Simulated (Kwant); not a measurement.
System: wire with an abrupt hard-wall neck in a InSb two-dimensional gas. Effective mass 0.014 mₑ, grid spacing 4.2 nm, hard walls, nominal width 100 nm (23 grid rows, so walls 100.8 nm apart), one parabolic valley, scattering region 300 nm long along x; energies count from the band bottom; Fermi energy swept from 0.001343 to 0.02366 eV. Central neck 26 nm wide and 96 nm long.

The device is made up for the run: typed textbook-type constants, with dimensions and the other settings drawn at random.

Kwant, effective-mass tight-binding model on a square grid, one spin, coherent transport at 0 K. Conductance is in e²/h.

Sweep values stay those of the base run.

The effective mass was swept, all else fixed.

```
effective mass (mₑ)  G (e²/h) at E = 6.841 meV  G (e²/h) at E = 17.84 meV  mean G (e²/h) over the sweep  G (e²/h) at E = 23.66 meV
-------------------  -------------------------  -------------------------  ----------------------------  -------------------------
0.0084                                  6.9e-9                     8.2e-7                        9.7e-7                     8.3e-6
0.011                                   2.2e-8                     7.3e-6                        1.9e-5                    0.00024
0.014                                   6.6e-8                    0.00013                        0.0038                       0.11
0.018                                   2.4e-7                      0.031                          0.17                       0.87
```

From the first row to the last the G at E = 6.841 meV goes from 6.9e-9 to 2.4e-7. From the first row to the last the G at E = 17.84 meV goes from 8.2e-7 to 0.031.
